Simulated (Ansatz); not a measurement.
Partial pair distribution functions of a relaxed model of amorphous Si₂₄O₄₈H₂, broadened by 0.06 Å; density 2.19 g/cm³. Method: PBE, scalar-relativistic without spin-orbit coupling (plane waves to 420 eV, PAW; Ansatz, a program for electronic structure). The usual formal charges leave 2 electrons over, so the level spacing at the Fermi energy parts defect or band states and needn't be the band gap.

Preparation: random packing, a CHGNet melt and quench, and a DFT relaxation. O atoms were pushed apart under 1.9 Å during the dynamics, to hinder bonds among them. The hot cell started wider than the set density and was brought back towards it in steps. It is the lowest in DFT energy of 2 quenches. It is a model cell: composition and starting density were chosen by hand, and all elements were melted together. No dispersion term was used. Its density started from a set value of 2.01 and ended at 2.19 g/cm³. The simulated quench (nominally 780 K/ps over its main leg) is rapid and tends to freeze in more defects than a deposited or slowly cooled glass has. A cell of this size samples the disorder only roughly. Volume and shape were free in the relaxation.

```tsv
r (Å)	g Si-O	g O-H	g Si-Si	g O-O
0.70	0.00	0.00	0.00	0.00
0.80	0.00	0.31	0.00	0.00
0.90	0.00	7.29	0.00	0.00
1.00	0.00	10.81	0.00	0.00
1.10	0.00	1.02	0.00	0.00
1.20	0.00	0.01	0.00	0.00
1.30	0.00	0.00	0.00	0.00
1.40	0.01	0.00	0.00	0.00
1.50	1.70	0.00	0.00	0.00
1.60	14.71	0.00	0.00	0.00
1.70	9.65	0.00	0.00	0.00
1.80	0.51	0.00	0.00	0.00
1.90	0.00	0.00	0.00	0.00
2.00	0.00	0.02	0.00	0.00
2.10	0.00	0.62	0.00	0.00
2.20	0.00	1.15	0.00	0.00
2.30	0.00	0.13	0.12	0.06
2.40	0.00	0.00	0.35	0.17
2.50	0.03	0.10	0.06	1.24
2.60	0.07	0.80	0.00	5.22
2.70	0.02	0.41	0.20	5.68
2.80	0.06	0.28	1.42	2.06
2.90	0.19	0.76	2.27	0.77
3.00	0.32	1.04	3.01	0.64
3.10	0.47	0.93	3.72	0.31
3.20	0.60	0.43	3.06	0.23
3.30	0.64	0.86	0.64	0.41
3.40	0.71	1.96	0.09	0.63
3.50	0.89	2.18	0.22	0.77
3.60	1.20	0.70	0.41	0.71
3.70	1.43	0.94	0.42	0.73
3.80	1.72	1.99	0.22	0.59
3.90	1.64	0.66	0.30	0.66
4.00	1.64	0.99	0.74	0.89
4.10	1.89	0.36	0.82	0.71
4.20	1.98	0.29	0.82	0.68
4.30	1.46	0.69	0.85	0.84
4.40	1.07	0.69	1.15	0.91
4.50	0.71	0.77	0.89	1.08
4.60	0.67	0.67	0.64	1.09
4.70	0.66	0.84	1.02	0.86
4.80	0.55	0.89	0.96	1.22
4.90	0.63	1.89	1.09	1.39
5.00	0.80	1.58	0.96	1.57
5.10	0.87	2.58	1.39	1.47
```

Within 1.90 Å each Si has 3.92 O neighbours on average.
